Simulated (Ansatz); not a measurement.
Functionals compared on the (100) surface of rock-salt TiN, Sc on all Ti sites of the top plane (bottom of the slab: a bare face, its two planes held), in Ansatz (plane waves, PAW). The structure was relaxed with PBE; the other rows are single points on it. Cutoff 420 eV (500 eV for r2SCAN).

Slab: 12 atoms, 10.7 Å thick at the start with caps and adatoms (thin: gaps and levels are the slab's own); k 12x12x1, smearing 0.1 eV, dipole-corrected; 4 atoms held, the rest relaxed; symmetry of the start imposed; no spin, no spin-orbit, no U. In PBE it is, or lies within 0.01 eV a 1x1 cell of, the lowest of the 2 structures of its composition computed so far; subsurface sites and larger cells were not tried. These notes are the PBE run's.

```csv
functional,work function of the top face (eV),rough cost of the single point
PBE,2.24,–
RPBE,___,around 40 core-seconds (rough)
r2SCAN,2.12,around 80 core-seconds (rough)
```

Q: Complete the blanks.

A: 
- RPBE, work function of the top face (eV): 2.06

Ansatz is a program for electronic structure.
